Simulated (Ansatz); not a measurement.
```xyz
2
Lattice="2.7377 0.0000 0.0000 -1.3689 2.3709 0.0000 0.0000 0.0000 4.4301" Properties=species:S:1:pos:R:3 pbc="T T T"
Re     0.0000     1.5806     1.1075
Re     1.3689     0.7903     3.3226
```

Calculation: PBEsol, DFPT electron-phonon coupling, linearised Boltzmann equation (plane waves, PAW, scalar-relativistic; Ansatz, an electronic-structure program). Condition of this run: hydrostatic pressure 5 GPa (the target of the relaxation). Geometry: relaxed with this functional, without spin-orbit coupling, then loaded as said.

Question: Predict the intrinsic resistivity at 300 K.

Answer: 13.0 (x), 13.0 (y), 9.1 (z) μΩ·cm.

Question: And the electrons' mean free path at that temperature?

Answer: 5.9 (x), 5.9 (y), 6.0 (z) nm, weighted by the current that each state carries. Wires not much wider than this gain resistivity from their walls.

A metal at this level (no band gap). Only scattering by harmonic phonons is included (no impurities, grain boundaries, electron-electron scattering or thermal expansion). Spin-orbit coupling is left out, which matters with elements this heavy. Halving the electron mesh (36x36x20) moves the resistivity by up to 4 % at 300 K, the mean free path by up to 5 %. Smearing 0.20 eV; phonons on a 6x6x3 q mesh, which this run doesn't test.
